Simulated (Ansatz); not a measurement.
Defect: Mg-vacancy pair (Mg on one host Al site, one Al site vacant) in fcc Al, neutral cell. Method: PBE, PAW (plane waves to 420 eV; Ansatz, a quantum-chemistry and plane-wave program).

Cell of 32 host sites held at the relaxed PBE lattice; a 3×3×3 k-point mesh shifted by half a step; Fermi-Dirac width 0.10 eV, spin-restricted; finite-size errors left in. Static, classical nuclei. Forms of the defect that were not tried may lie lower.

Barriers: single points on a 5×5×5 k-point mesh shifted by half a step at the bands' geometries.

Relaxed starting cell (atoms counted from 1):

```xyz
31
Lattice="8.0839 0.0000 0.0000 0.0000 8.0839 0.0000 0.0000 0.0000 8.0839" Properties=species:S:1:pos:R:3 pbc="T T T"
Mg    -0.0028     0.0892     0.0993
Al    -0.0038     0.0272     4.0000
Al    -0.0025     3.9904     0.0384
Al    -0.0035     4.0209     4.0296
Al     4.0398    -0.0270    -0.0175
Al     4.0379    -0.0126     4.0866
Al     4.0405     4.0779    -0.0031
Al     4.0383     4.0634     4.0742
Al    -0.0017     2.0462     6.0522
Al    -0.0033     6.0427     2.0554
Al    -0.0028     6.0555     6.0657
Al     4.0377     2.0499     2.0610
Al     4.0399     2.0290     6.0463
Al     4.0380     6.0363     2.0385
Al     4.0389     6.0520     6.0619
Al     2.0699     0.0065     2.0663
Al     2.0323    -0.0090     6.0633
Al     1.9994     4.0187     2.0439
Al     2.0411     4.0596     6.0609
Al     6.0086     0.0067     2.0669
Al     6.0457    -0.0114     6.0610
Al     6.0778     4.0177     2.0414
Al     6.0362     4.0591     6.0613
Al     2.0710     2.0574     0.0164
Al     1.9986     2.0327     4.0258
Al     2.0314     6.0530    -0.0020
Al     2.0412     6.0523     4.0705
Al     6.0081     2.0563     0.0166
Al     6.0774     2.0332     4.0273
Al     6.0450     6.0526    -0.0031
Al     6.0345     6.0509     4.0691
```

End state 1 differs by these moves (Å; atoms that move under 0.08 Å are left out):

| atom | element | Δx | Δy | Δz |
|---|---|---|---|---|
| 1 | Mg | 0.00 | 1.85 | 1.84 |
| 2 | Al | 0.00 | -0.05 | 0.08 |
| 3 | Al | 0.00 | 0.08 | -0.05 |
| 9 | Al | 0.00 | -0.05 | 0.08 |
| 10 | Al | 0.00 | 0.08 | -0.05 |

### Question
Estimate the forward and backward barriers to end state 1 that PBE, PAW returns for this input.

### Answer
forward 0.45 eV, backward 0.45 eV; at the saddle point atom 1 has neighbours 4 Al at 2.71, 4 Al at 3.15 Å. The saddle point's order was not checked, and it lies on a symmetry element of the cell, where a band can be held.
